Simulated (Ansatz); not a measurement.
**Cd(GaSe2)2: energy against strain**

Cd(GaSe2)2 (I-4, 25.251 Å³/atom and stress up to 0.01 GPa in the relaxed cell, c along z) under an equal strain ε in the (001) plane with the normal axis free, as in a coherent film. PBEsol in Ansatz, a plane-wave DFT program (PAW, default set), 420 eV, 8×8×8 Γ-centred mesh, Fermi-Dirac smearing 0.05 eV; ions are relaxed, or left where forces stay under 0.02 eV/Å, within the symmetry of each cell.

Here s stands for strain and y for E less E0.

```
strain (%)  E less E0 (meV/atom)
----------  --------------------
-1.50                       1.51
-0.75                       0.36
0.00                        0.00
0.75                        0.37
1.50                        1.43
3.00                           ?
```

### Question
Using a parabola, estimate the missing y at s = 3.00 from the other rows, showing the fit.

### Answer
Least squares gives y = -0.002 - 0.0200·s + 0.6540·s². Residuals (row less fit): 0.010, -0.021, 0.002, 0.019, -0.010; standard error 0.022 (degrees of freedom: 2). The quadratic coefficient over the volume, 0.6540 meV × 10⁴ × 0.1602 / 25.251 Å³, is the biaxial elastic modulus of this plane = 41.5 ± 0.7 GPa (± standard error of the fit, which holds the terms cut off). At the withheld row, y = -0.002 - 0.0200 × 3.00 + 0.6540 × 3.00² = 5.824 meV/atom. The calculation gives 5.45 meV/atom, 0.374 meV/atom below the prediction (6.9 % of the range of y in the table). The row lies outside the fitted rows, so this is an extrapolation. From the scatter of the fitted rows alone, a prediction at this place has a standard error of 0.092 meV/atom, so the miss is 4.1 times that.

A polynomial of degree 3 through the 8 other runs of the series gives 5.41 there, so most of the miss is curvature that the fit leaves out. The start is a measured cell from the literature; how it stands against other phases or cation orders wasn't checked. Rows are the converged runs of the series near zero and its far end; series whose fitted rows scatter by over a few per cent of the range, as at a crossing or softening among them, aren't shown in this form, nor equations of state whose B0' disagrees with the runs' pressures. Most that stay on the fit to the last digits aren't either.
